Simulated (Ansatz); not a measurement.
Consider BaTiO3 (space group P4mm, No. 99).

```
BaTiO3
1.0
    3.97275     0.00000     0.00000
    0.00000     3.97275     0.00000
    0.00000     0.00000     4.11229
Ti Ba O
1 1 3
Direct
  0.50000   0.50000   0.45228
  0.00000   0.00000   0.93419
  0.50000   0.50000   0.89527
  0.50000   0.00000   0.41213
  0.00000   0.50000   0.41213
```

Levels (all Ansatz, a quantum-chemistry and plane-wave program, PAW, earlier PAW set): r2SCAN (500 eV, no SOC); HSE06 (420 eV, no spin-orbit coupling).

The geometry is relaxed with r2SCAN.

| Item | Result |
|---|---|
| r2SCAN lowest conduction level above the VBM at special points | Γ 2.23 eV; Z 2.34 eV; X 2.79 eV |

With HSE06 at the same geometry, the lowest conduction level above the VBM at special points changes from Γ 2.23 eV; Z 2.34 eV; X 2.79 eV to Γ 3.31 eV; Z 3.44 eV; X 3.91 eV.

Single points use the geometry relaxed with r2SCAN. HSE06 was sampled on its mesh, a few special points and the semilocal edge points, so its gap is an upper bound. The levels and masses belong to the bands next to the band gap. Stability against distortions was not tested. All final runs are without spin polarisation.
